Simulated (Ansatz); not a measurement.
The parent structure is Ta in the bcc (W type) structure (space group Im-3m, No. 229; a = 3.305 Å).

The values are results of r2SCAN (Ansatz, a program for electronic structure; PAW; 500 eV plane waves; no spin-orbit coupling), not measurements.

Before the change:

The shortest interatomic distance is 2.862 Å.

It is then changed as follows: a hydrostatic pressure of 1.8 GPa.

Q: How does this affect the shortest interatomic distance?

A: The shortest interatomic distance falls by 0.008 Å to 2.854 Å.

Load acts through the strain it causes; cell and atoms are relaxed under it. Whether these cells are dynamically stable was not tested. All final runs are without spin polarisation.
